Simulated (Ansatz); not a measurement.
Hypothetical cubic perovskite CaSnSe3, pressure series

Base system: CaSnSe3 in the cubic perovskite structure (space group Pm-3m, No. 221; a = 5.212 Å; a hypothetical phase, not in the database extracts checked).

Cell and atoms are relaxed at each pressure.

Level of theory: DFT with PBEsol, PAW potentials and a 420 eV plane-wave cutoff in Ansatz (a quantum-chemistry and plane-wave program), without spin-orbit coupling.

Notes on the quantities. enthalpy: H = E + PV relative to the base's energy.

| case | enthalpy | lattice parameter a |
|---|---|---|
| base | – | 5.212 Å |
| pressure −2 GPa | -0.36 eV/atom | 5.288 Å |
| pressure −1 GPa | -0.18 eV/atom | 5.248 Å |
| pressure 0.3 GPa | +0.05 eV/atom | 5.202 Å |
| pressure 0.7 GPa | +0.12 eV/atom | 5.189 Å |
| pressure 1.5 GPa | +0.26 eV/atom | 5.164 Å |
| pressure 3 GPa | +0.52 eV/atom | 5.122 Å |
| pressure 5 GPa | +0.85 eV/atom | 5.072 Å |
| pressure 7.5 GPa | +1.25 eV/atom | 5.018 Å |
| pressure 10 GPa | +1.64 eV/atom | 4.971 Å |

Load acts through the strain it causes; cell and atoms are relaxed under it. No phonon test of stability was made. No other phases were tried under pressure. All final runs are without spin polarisation. Many cubic perovskites are stable only at high temperature; tilts and polar distortions were not tested.
